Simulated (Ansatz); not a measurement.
Structures of equal composition on the (0001) surface of hcp Ru: a layer of Re in place of the second plane; a layer of Re in place of the third plane. The slabs share one bottom face, and each structure is named by its start. These are constructed structures in small cells; real faces may alloy, dewet or reconstruct in larger ones, and not all known structures of the face are among them. Slabs of about 11 Å, Fermi-Dirac smearing of 0.1 eV. Bottom of the slabs: a bare face, its two planes held. Relaxed from the named starts with such symmetry as they have, on meshes of like density; energies extrapolated to zero smearing; spin only where a row says so; no spin-orbit coupling, no U. Brackets mark spin-polarised runs, whose order is one that fits the cell.

The numbers are results of PBE (plane waves to 420 eV, PAW; Ansatz, a program for electronic structure), not measurements.

Question: Put the candidates in order of energy per 1x1 cell, lowest first, for PBE.

Answer: a layer of Re in place of the second plane (0.000 eV), a layer of Re in place of the third plane (0.287 eV)
